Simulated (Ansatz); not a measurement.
Take PbSe in the rock salt structure (space group Fm-3m, No. 225; a = 6.218 Å) as the base. Axes: x, y, z lie along the cube axes.

Computed with PBE (Ansatz, a quantum-chemistry and plane-wave program, PAW, no SOC).

Perturbation: every lattice vector is shortened by 3.00 %; the atoms relax in the strained cell.

Task: Predict the stress tensor and what it implies for the stiffness.

Result: Stress of the strained cell less that of the base (GPa, compression positive):
```
   5.20    0.00    0.00
   0.00    5.20    0.00
   0.00    0.00    5.20
```

Then B = −ΔP/(ΔV/V₀) with ΔV/V₀ = -0.0873 gives secant stiffness values (nonlinear terms included at this strain): B ≈ 60 GPa.

As a check, the harmonic strain energy −½ V₀ Δσ:ε is 44 meV/atom; the computed energy rise is 39 meV/atom.

Stability against distortions was not tested.
